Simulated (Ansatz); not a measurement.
The parent structure is WS₂ in the 2H-MoS2 type structure (space group P6_3/mmc, No. 194; a = 3.1543 Å, c = 12.1409 Å; layered, stacked along the Cartesian z axis).

(Cell as relaxed with PBE-D3(BJ).)

Levels (all Ansatz, a program for electronic structure, PAW, earlier PAW set): PBE-D3(BJ) (420 eV, no spin-orbit coupling); PBEsol-D3(BJ) (420 eV, no SOC).

Each level relaxes its own structure.

| base | PBE-D3(BJ) | PBEsol-D3(BJ) |
|---|---|---|
| volume per atom | 17.44 Å³ | 16.49 Å³ |
| lattice parameter a | 3.154 Å | 3.115 Å |
| band gap | 0.88 eV | 0.66 eV |

Now apply this change: a hydrostatic pressure of 4.5 GPa.

```json
[
 {"quantity": "smallest direct gap", "PBE-D3(BJ)": "1.92 eV", "PBEsol-D3(BJ)": "…"},
 {"quantity": "band gap", "PBE-D3(BJ)": "0.63 eV", "PBEsol-D3(BJ)": "…"},
 {"quantity": "c/a ratio", "PBE-D3(BJ)": "3.735", "PBEsol-D3(BJ)": "…"},
 {"quantity": "valence-band top at Γ (three highest levels, from the VBM)", "PBE-D3(BJ)": "0.00, -1.19, -1.60 eV", "PBEsol-D3(BJ)": "…"},
 {"quantity": "shortest interatomic distance", "PBE-D3(BJ)": "2.394 Å", "PBEsol-D3(BJ)": "…"}
]
```

Predict the PBEsol-D3(BJ) column.


- smallest direct gap, PBEsol-D3(BJ): 1.84 eV
- band gap, PBEsol-D3(BJ): 0.43 eV
- c/a ratio, PBEsol-D3(BJ): 3.708
- valence-band top at Γ (three highest levels, from the VBM), PBEsol-D3(BJ): 0.00, -1.07, -1.87 eV
- shortest interatomic distance, PBEsol-D3(BJ): 2.377 Å

PBE-D3(BJ)'s smallest direct gap lies 0.08 eV above PBEsol-D3(BJ)'s; PBE-D3(BJ)'s band gap lies 0.20 eV above PBEsol-D3(BJ)'s; PBE-D3(BJ)'s c/a ratio lies 0.027 above PBEsol-D3(BJ)'s; PBE-D3(BJ)'s shortest interatomic distance lies 0.017 Å above PBEsol-D3(BJ)'s (0.7 %). Neither level is exact; PBEsol-D3(BJ) is the comparison here, not a measurement.

With W present, leaving out spin-orbit coupling can change the band edges. Load acts through the strain it causes; cell and atoms are relaxed under it. Stability against distortions was not tested.
